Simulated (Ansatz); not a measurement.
**Several settings converged on TiC (Fm-3m, 2 atoms in the cell)**

```xyz
2
Lattice="0.0000 2.1585 2.1585 2.1585 0.0000 2.1585 2.1585 2.1585 0.0000" Properties=species:S:1:pos:R:3 pbc="T T T"
Ti     0.0000     0.0000     0.0000
C      2.1585     2.1585     2.1585
```

Base method: PBE (plane waves, PAW; Ansatz, a first-principles code).

Base settings: basis.ecutwfc = 30.9 Ry; kpoints.mp_grid.grid = 13 13 13; hamiltonian.xc = pbe; hamiltonian.pseudopotentials = {kind: paw} (the program's default PAW files); scf.occupations.method = fermi_dirac; scf.occupations.width = 0.0073 Ry.

Core times come from one kind of shared machine, to one figure; runs under 30 s give none.

**Zone-centre phonons against the cutoff**

In this ladder: phonons.method = dfpt.

The mesh stays at the base's, so the ladder's end is converged at best in this setting alone.

Frequencies are those of the unrelaxed cell, without the LO-TO term of polar crystals.

Only quantities that move along the ladder and can be compared are tabulated.

```csv
basis.ecutwfc,highest zone-centre frequency (cm⁻¹)
15.4 Ry,497.8
18.4 Ry,438.7
21.7 Ry,517.5
26.1 Ry,526.4
30.9 Ry,525.6
37.1 Ry,525.5
46.3 Ry,525.6
```

Coarsest basis.ecutwfc that holds the highest zone-centre frequency within 5 cm⁻¹ of the last step, with all finer ones: 26.1 Ry; the step before is off by 8.1 cm⁻¹.

**The q mesh of the phonons**

In this ladder: kpoints.mp_grid.grid = 12 12 12; phonons.method = dfpt.

Only quantities that move along the ladder and can be compared are tabulated.

Thermal sums run over frequencies interpolated from this q mesh.

```tsv
phonons.qmesh	zero-point energy (meV/atom)	vibrational free energy at 300 K (meV/atom)	core time / last (rough)
1 1 1	63.84	41.11	–
2 2 2	82.44	68.64	0.05
3 3 3	82.82	68.47	0.1
4 4 4	83.17	69.08	0.3
6 6 6	83.13	68.98	1
```

Coarsest phonons.qmesh that holds the zero-point energy within 0.2 meV/atom of the last step, with all finer ones: 4 4 4, at about 0.3 of the last step's time; the step before is off by 0.31 meV/atom.

Coarsest phonons.qmesh that holds the vibrational free energy at 300 K within 2 meV/atom of the last step, with all finer ones: 2 2 2, at about 0.05 of the last step's time; the step before is off by 28 meV/atom.

On the base run: the starting cell has typed, rounded lattice constants, without a prior relaxation at this level. Its lattice was rescaled by up to half a per cent. Spin polarisation is off.

Keys are those of Ansatz 0.2.
